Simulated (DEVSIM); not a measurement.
Device: Cr/SiO2/p-Si capacitor, at 250 K.

Layer 1 from the left is SiO2, thickness (nm) 3.20. Layer 2 from the left is Si, thickness (nm) 2600, Na (cm⁻³) 4.8e16.

Metal gate on the left, work function 4.5 eV. Fixed charge at the semiconductor interface 1.2e11 cm⁻² (in units of +e); no interface traps.

This is a model device: material constants are rounded textbook-type values typed into the input, and sizes, dopings and lifetimes were drawn at random. Values at 300 K; Nc and Nv go as T^1.5, mobilities as T to minus their exponent, the gap by Varshni's rule with the affinity fixed.

SiO2: gap (eV) 9, affinity (eV) 0.9, permittivity 3.9. Si: gap (eV) 1.124, affinity (eV) 4.05, permittivity 11.7, Nc (cm⁻³) 2.86e19, Nv (cm⁻³) 3.1e19, Varshni α (eV/K) 0.000473, Varshni β (K) 636.

### Question
Estimate by hand the flat-band voltage, the threshold voltage, and compare with a numerical solution.

### Answer

- Flat-band voltage: C = 1.08 μF/cm², work-function difference -0.553 V; VFB = φms − qNf/C = -0.57 V; numerical -0.57 V.
- Threshold voltage: φF = 0.435 V, depletion charge √(4εqNφF) = 1.18e-7 C/cm²; VT = VFB + 2φF + Qd/C = 0.41 V; numerical 0.41 V.

Model (solved in DEVSIM): 1D Poisson equation in equilibrium, Boltzmann statistics, complete ionisation; no quantum confinement or tunnelling. Metal contacts follow the ideal Schottky-Mott rule: no Fermi-level pinning, no interface dipoles.
